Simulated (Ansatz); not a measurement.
## SrMoO3, response to strain

The parent structure is SrMoO3 in the cubic perovskite structure (space group Pm-3m, No. 221; a cell from a computed database, its experimental status unchecked).

```yaml
crystal:
  lattice:
    - [3.95031, 0.00000, 0.00000]
    - [0.00000, 3.95031, 0.00000]
    - [0.00000, 0.00000, 3.95031]
  atoms:
    - { symbol: Sr, position: [0.50000, 0.50000, 0.50000] }
    - { symbol: Mo, position: [0.00000, 0.00000, 0.00000] }
    - { symbol: O, position: [0.50000, 0.00000, 0.00000] }
    - { symbol: O, position: [0.00000, 0.50000, 0.00000] }
    - { symbol: O, position: [0.00000, 0.00000, 0.50000] }
```

Cartesian axes are those of the cell as printed.

Strains are applied to the cell and any free atomic positions relax; under biaxial strain the out-of-plane vector relaxes too.

Computed with PBEsol/PAW in Ansatz (an electronic-structure program), no spin-orbit coupling.

Notes on the quantities. energy relative to the base: free energy F.

```csv
case,space group,energy relative to the base,volume per atom
base,Pm-3m (No. 221),0 meV/atom,12.33 Å³
"biaxial strain +2.87 %, plane normal [110], relaxed out of plane",Cmmm (No. 65),___,___
isotropic strain −1.83 %,Pm-3m (No. 221),+25 meV/atom,11.66 Å³
isotropic strain +2.75 %,Pm-3m (No. 221),+48 meV/atom,13.37 Å³
isotropic strain +4.30 %,Pm-3m (No. 221),+111 meV/atom,13.99 Å³
```

Q: What belongs in the blanks?

A: 
- biaxial strain +2.87 %, plane normal [110], relaxed out of plane, energy relative to the base: +18 meV/atom
- biaxial strain +2.87 %, plane normal [110], relaxed out of plane, volume per atom: 12.70 Å³

Without a gap, meshes like the base's 12×12×12 leave anisotropic stresses uncertain by several tenths of a GPa, and small strain energies with them. Stability against distortions was not tested. No Hubbard U is applied, and correlation can decide whether such a compound is a metal. All final runs are without spin polarisation. Many cubic perovskites are stable only at high temperature; tilts and polar distortions were not tested.
